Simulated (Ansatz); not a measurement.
Consider the formation energy of Bi2Se3 (R-3m) from the elements. Reaction: 3 Se (P3₁21) + 2 Bi (R-3m) → Bi2Se3 (R-3m). The sign is products less reactants. The value is per atom of the solid.

Bi2Se3 (R-3m), 5 atoms in the cell, k-point mesh 10×10×10 on the run's own vectors.
```cif
data_Bi6Se9
_chemical_formula_sum 'Bi6 Se9'
_space_group_name_H-M_alt 'R-3m :H'
_space_group_IT_number 166
_space_group_name_Hall '-R 3 2"'
_cell_length_a 4.14309
_cell_length_b 4.14309
_cell_length_c 28.43948
_cell_angle_alpha 90.000
_cell_angle_beta 90.000
_cell_angle_gamma 120.000
loop_
_atom_site_label
_atom_site_type_symbol
_atom_site_symmetry_multiplicity
_atom_site_Wyckoff_symbol
_atom_site_fract_x
_atom_site_fract_y
_atom_site_fract_z
_atom_site_occupancy
Bi1 Bi 6 c 0.00000 0.00000 0.40089 1
Se1 Se 3 a 0.00000 0.00000 0.00000 1
Se2 Se 6 c 0.00000 0.00000 0.21048 1
```
(The calculation used a cell of 5 atoms; values per cell refer to that cell.)

Se (P3₁21), 3 atoms in the cell, k-point mesh 12×12×8 on the run's own vectors. Conventional cell: a = b = 4.066 Å, c = 5.130 Å, α = β = 90.00°, γ = 120.00°.

Bi (R-3m), 2 atoms in the cell, k-point mesh 16×16×16 on the run's own vectors. Conventional cell: a = b = 4.5326 Å, c = 11.6534 Å, α = β = 90.00°, γ = 120.00°.

All numbers come from Ansatz (an electronic-structure program), plane waves with PAW, its PAW set soft_1, cutoff 420 eV, 500 eV for r2SCAN. The structures are at rest with PBE+D3(BJ); other levels are single points on them. HSE06 runs on coarser k-point meshes, mended by the PBE difference between the two meshes. Neutral cells; Fermi-Dirac smearing of at most 0.10 eV in the solids, energies taken to zero width. The lattices are those relaxed with PBE+D3(BJ), so at other levels the solids can be strained, which adds to the spread. A dispersion term (D3(BJ), or D4 for r2SCAN) was computed beside these levels and is taken off wherever the name lacks it. Space groups of crystals are read within 0.01 Å. No zero-point or thermal terms. The structures are the rest points that the relaxations reached, not proven lowest. The runs are scalar-relativistic, without spin-orbit coupling.

### Question
What is the computed value (PBE)?

### Answer
-0.40 eV/atom, for 3 Se (P3₁21) + 2 Bi (R-3m) → Bi2Se3 (R-3m).

### Question
List the value at the remaining levels and say how far they part.

### Answer
```csv
Level,value (eV/atom),less PBE
PBE+D3(BJ),-0.40,0.00
r2SCAN+D4,-0.45,-0.05
HSE06,-0.43,-0.03
```

The levels shown span 0.05 eV/atom, from r2SCAN+D4 (-0.45) to PBE (-0.40).
